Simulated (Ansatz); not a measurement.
## Hypothetical R-3m RuS2: pressure 0.3 GPa

Base system: RuS2 in the CdCl2 type structure (space group R-3m, No. 166; a = 3.250 Å, c = 15.672 Å (hexagonal axes); a hypothetical phase, not in the database extracts checked; layered, stacked along the Cartesian z axis).

Now apply this change: a hydrostatic pressure of 0.3 GPa.

All numbers come from PBEsol-D3(BJ) (Ansatz, a quantum-chemistry and plane-wave program, PAW, scalar-relativistic without spin-orbit coupling). Settings: 17×17×17 k-points, 0.05 eV Fermi–Dirac smearing.

```json
[
 {"quantity": "volume per atom", "base": "15.92 Å³", "changed": "15.83 Å³", "shift": "-0.09 Å³"},
 {"quantity": "density", "base": "5.74 g/cm³", "changed": "5.78 g/cm³", "shift": "+0.033 g/cm³"},
 {"quantity": "lattice parameter a", "base": "6.141 bohr", "changed": "6.126 bohr", "shift": "-0.015 bohr"},
 {"quantity": "c/a ratio", "base": "4.823", "changed": "4.830", "shift": "+0.007"},
 {"quantity": "enthalpy H = E + PV relative to the base's energy", "base": "–", "changed": "+0.03 eV/atom", "shift": "–"},
 {"quantity": "band gap", "base": "zero", "changed": "zero", "shift": "–"}
]
```

Cost of the whole job for the changed cell (relaxation, final SCF and bands): around 70 core-seconds (rough).

Load acts through the strain it causes; cell and atoms are relaxed under it. Stability against distortions was not tested. The final runs are not spin-polarised. RuS2 has a high density of states at the Fermi level and may be magnetic at this level.
